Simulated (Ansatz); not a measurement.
Take HfO2 (space group Pca2_1, No. 29; a = 5.247 Å, b = 5.031 Å, c = 5.060 Å) as the base. Axes: x, y, z lie along a, b, c of the conventional cell.

Calculations: r2SCAN, PAW, 500 eV (Ansatz, a program for electronic structure; no spin-orbit coupling), earlier PAW set.

Strains are applied to the cell and any free atomic positions relax; under biaxial strain the out-of-plane vector relaxes too.

One change was made to it. Results:

The energy rises by 5.0 meV/atom; the pressure (mean of the normal stresses, compression positive) goes from zero to 2.68 GPa.

**Question.** Which of these changes matches the shifts?
A) strain tensor (xx, yy, zz, yz, xz, xy) = (+0.16, −0.18, −1.12, +1.02, +0.15, −0.92) %
B) uniaxial strain ε_zz = +4.83 %
C) biaxial strain +2.05 %, plane normal [001], relaxed out of plane
D) uniaxial strain ε_zz = −5.99 %
E) biaxial strain −2.03 %, plane normal [001], relaxed out of plane

**Answer.** A, strain tensor (xx, yy, zz, yz, xz, xy) = (+0.16, −0.18, −1.12, +1.02, +0.15, −0.92) %. For comparison, the energy relative to the base in the other runs: biaxial strain +2.05 %, plane normal [001], relaxed out of plane gives +13 meV/atom; biaxial strain −2.03 %, plane normal [001], relaxed out of plane gives +14 meV/atom; uniaxial strain ε_zz = +4.83 % gives +32 meV/atom; uniaxial strain ε_zz = −5.99 % gives +49 meV/atom.

Stability against distortions was not tested. This is not the structure that HfO2 has at room temperature and ambient pressure.
